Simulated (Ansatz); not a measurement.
**MgS (model structure, started from the GeS type, Fm-3m, No. 225, 8 atoms in the cell): properties by level of theory**

| level (code) | cohesive energy (eV/atom) | band gap (eV) |
|---|---|---|
| LDA (Ansatz) | 4.36 | 2.65 |
| PBEsol (Ansatz) | 4.03 | 2.73 |
| PBE-D3(BJ) (Ansatz) | 4.08 | 2.85 |
| r²SCAN+rVV10 (Ansatz) | 4.15 | 3.45 |

Computed values are for a static lattice.  Each level is taken at its own relaxed cell. Cutoffs differ between the levels. Ansatz's density-functional and Hartree–Fock values are scalar-relativistic unless marked +SOC, with PAW data made under PBE.

Ansatz's density-functional and Hartree–Fock values are scalar-relativistic unless marked +SOC, with PAW data made under PBE.

Unless a cell is named, each level is at its own relaxed cell (LDA 16.87, PBEsol 17.39, PBE-D3(BJ) 17.12, r²SCAN+rVV10 17.47 Å³/atom).

A model structure was made by putting elements into a prototype or built by hand; here it ended with the formula and space group of a phase in our tables.

Ansatz is a program for electronic structure.
